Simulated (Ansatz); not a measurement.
The starting structures come from a database of crystals and need not be the phases stable at ambient conditions.

 Where the default PAW files enter, the runs use the earlier of Ansatz's two default sets.

Consider the following.

```
MgCO3
1.0
    4.63590     0.00000     0.00000
    2.31795     5.15247     0.00000
    2.31795     1.04278     3.87702
Mg C O
2 2 6
Direct
  0.00000   0.00000   0.00000
  0.50000   0.50000   0.50000
  0.25000   0.25000   0.25000
  0.75000   0.75000   0.75000
  0.52801   0.25000   0.25000
  0.47199   0.75000   0.75000
  0.97199   0.25000   0.52801
  0.02801   0.75000   0.47199
  0.25000   0.25000   0.97199
  0.75000   0.75000   0.02801
```

Space group of this cell: R-3c. The cell is taken as given; by PBEsol its mean pressure is 0.5 GPa.

Transport runs along the normal of the first two printed cell vectors, the (101) plane of the conventional cell.

The gap is the functional's own, uncorrected, and κ follows it; spin-orbit coupling is left out. Mid-gap values are interpolated between the computed energies.

### Question
State the band gap and the smallest decay constant κ at mid-gap according to PBEsol (Ansatz, an electronic-structure program).

### Answer
Gap 5.03 eV on a 8×8×8 mesh; κ = 0.475 1/Å, at the zone centre.
